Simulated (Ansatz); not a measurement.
Migration barriers of interstitials in covalent semiconductors: PBE bands (Ansatz, a quantum-chemistry and plane-wave program, plane waves to 420 eV, PAW, climbing-image NEB) beside r2SCAN single points (500 eV) at the PBE geometries. Forward barriers of single hops from the lowest site run, static nuclei, no finite-size correction. The rows are a random draw from the bands that converged and passed our checks of state and shape. Saddle orders were checked for a part of the study's bands only and are not shown. Charge states are imposed.

| Defect | Route | Hop (Å), direction in the unit cell | End over start, densest mesh run (eV) | Cell and PBE mesh | r2SCAN k-points | PBE (eV) |
|---|---|---|---|---|---|---|
| interstitial Li in zinc-blende BAs, charge +1 | Li moves farthest | 2.09 along (-0.25, -0.25, 0.25) | 0.85 | 64 sites, one k-point at (0.250, 0.250, 0.250) | same mesh | 1.33 |
| interstitial Ca in silicon, charge +2 | Ca moves farthest | 2.35 along (-0.25, 0.25, -0.25) | 0.00 | 64 sites, 2×2×2 shifted | same mesh | 1.56 |
| interstitial B in 2H silicon carbide, charge +1 | B moves farthest | 1.06 along (-0.35, -0.17, -0.10) | 0.33 | 72 sites, Γ | same mesh | 0.49 |
| interstitial Cu in zinc-blende InP, charge +1 | Cu moves farthest | 3.04 along (0.36, -0.36, 0.00) | 0.00 | 64 sites, one k-point at (0.250, 0.250, 0.250) | same mesh | 0.71 |
| interstitial B in 4H silicon carbide, charge +3 | B moves farthest | 2.70 along (0.67, 0.33, -0.20) | 0.26 | 72 sites, Γ | same mesh | 2.76 |
| interstitial Al in 4H silicon carbide, charge +3 | Al moves farthest | 2.34 along (0.00, 0.00, 0.23) | 0.54 | 72 sites, Γ | same mesh | 3.29 |
| interstitial Si in 4H silicon carbide, charge +2 | Si moves farthest | 1.67 along (0.38, -0.23, 0.01) | 1.00 | 72 sites, Γ | same mesh | 1.44 |
| interstitial Al in 2H silicon carbide, charge +3 | Al moves farthest | 2.52 along (0.00, 0.00, 0.50) | 0.00 | 72 sites, Γ | same mesh | 2.90 |

What does r2SCAN give for each row, and how does it differ from PBE over these rows?

In the order of the rows: 1.37, 1.64, 0.47, 0.77, 2.97, 3.46, 1.52, 2.95 eV. Against PBE it lies higher in 7 of 8 rows and lower in 0 (differences over 0.03 eV). The mean difference is +0.08 eV (median +0.07) and the mean size 0.09 eV; the largest, +0.21 eV, is in row 5.
